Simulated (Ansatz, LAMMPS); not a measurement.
Amorphous Ge, 512 atoms, melt quenched at 100 K/ps, density 0.99 of the crystal's. Cell 23.12 × 23.12 × 23.12 Å, Ge512, 512 atoms. Prepared with Tersoff's 1989 multicomponent potential (SiCGe.tersoff) (LAMMPS): melt at 3500 K, cooled from 2600 to 500 K at 100 K/ps at fixed volume, minimised. 

Basis: localised support functions (accuracy medium) on a full density matrix. k-points: zone centre alone; occupations: Fermi-Dirac, 0.030 eV; spin polarisation not allowed. No spin-orbit coupling.

The relaxation was stopped after a set number of steps, with force components up to 0.119 eV/Å left.

Problem. What is the computed energy, gap and bonding (PBE, support functions at accuracy medium on the grid of 370 eV (Ansatz, a program for electronic structure))?

Solution. 
energy over the perfect crystal(s), per atom: 0.220 eV/atom
electronic character of the cell: no gap resolved at this smearing
coordination (neighbours within 3.007 Å): 2.5 % 3-fold, 76.4 % 4-fold, 20.1 % 5-fold, 1.0 % 6-fold
Ge-Ge bonds, mean ± spread: 2.577 ± 0.102 Å
bond angles, mean ± spread: 107.0° ± 18.3°
pressure: -0.19 GPa
